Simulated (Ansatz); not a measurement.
**What pressure 7 GPa does to ZrB2**

The reference is ZrB₂ (space group P6/mmm, No. 191; a = 3.171 Å, c = 3.541 Å).

Modification: a hydrostatic pressure of 7 GPa.

All numbers come from PBE (Ansatz, an electronic-structure program, PAW, spin-orbit coupling left out). k-mesh 17×17×13 (Γ-centred); smearing 0.05 eV (Fermi–Dirac).

- Volume per atom = 10.00 Å³ (base 10.28 Å³)
- Density = 6.25 g/cm³ (base 6.07 g/cm³)
- Lattice parameter a = 3.144 Å (base 3.171 Å)
- c/a ratio = 1.115 (base 1.117)
- Shortest interatomic distance = 1.815 Å (base 1.831 Å)
- Enthalpy H = E + PV relative to the base's energy = +0.44 eV/atom
- Band gap = zero (base zero)

Final structure:

```
ZrB2
1.0
    3.14390     0.00000     0.00000
   -1.57195     2.72270     0.00000
    0.00000     0.00000     3.50465
Zr B
1 2
Cartesian
  0.00000   0.00000   0.00000
  0.00000   1.81513   1.75233
  1.57195   0.90757   1.75233
```

Cost of the whole job for the changed cell (relaxation, final SCF and bands): roughly 17 core-seconds.

Load acts through the strain it causes; cell and atoms are relaxed under it. Stability against distortions was not tested. No other phases were tried under pressure. All final runs are without spin polarisation.
